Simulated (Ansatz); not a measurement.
**Converging the k-point mesh at a smearing width of 0.02 eV: SbPb (Fm-3m, 2 atoms in the cell)**

```xyz
2
Lattice="0.0000 3.1518 3.1518 3.1518 0.0000 3.1518 3.1518 3.1518 0.0000" Properties=species:S:1:pos:R:3 pbc="T T T"
Sb     3.1518     3.1518     3.1518
Pb     0.0000     0.0000     0.0000
```

Method: LDA (PW92), default PAW files made with PBE (plane waves; Ansatz, a quantum-chemistry and plane-wave program).

Base settings: basis.ecutwfc = 420 eV; kpoints.mp_grid.grid = 9 9 9; hamiltonian.xc = lda; hamiltonian.pseudopotentials = {kind: paw} (the program's default PAW files); scf.occupations.method = gaussian; scf.occupations.width = 0.1 eV.

In this ladder: scf.occupations.width = 0.02 eV.

Only quantities that move along the ladder and can be compared are tabulated.

The count of work is k-points × plane waves × bands × iterations; it is no time. 

The starting cell comes from a database of computed structures (which also holds hypothetical and non-ambient phases and stackings), without a prior relaxation at this level. Its lattice was rescaled by up to half a per cent. Ansatz's pressure includes its estimate of the finite-basis (Pulay) stress.

```csv
kpoints.mp_grid.grid,free energy less the last step's (meV/atom),pressure (GPa),count of work / last
3 3 3,76.03,-2.20,0.012
4 4 4,33.98,-2.76,0.024
5 5 5,12.55,-2.12,0.030
6 6 6,3.08,-2.62,0.048
7 7 7,4.83,-2.29,0.060
8 8 8,-0.29,-2.49,0.087
10 10 10,1.83,-2.39,0.14
12 12 12,2.35,-2.36,0.25
18 18 18,-0.84,-2.39,0.68
21 21 21,0.00,-2.38,1.0
```

Coarsest kpoints.mp_grid.grid that holds the free energy within 2 meV/atom of the last step, with all finer ones: 18 18 18; the step before is off by 2.3 meV/atom.

Coarsest kpoints.mp_grid.grid that holds the pressure within 0.05 GPa of the last step, with all finer ones: 10 10 10, at 0.14 of the last step's count of work; the step before is off by 0.11 GPa.

Keys are those of Ansatz 0.2.
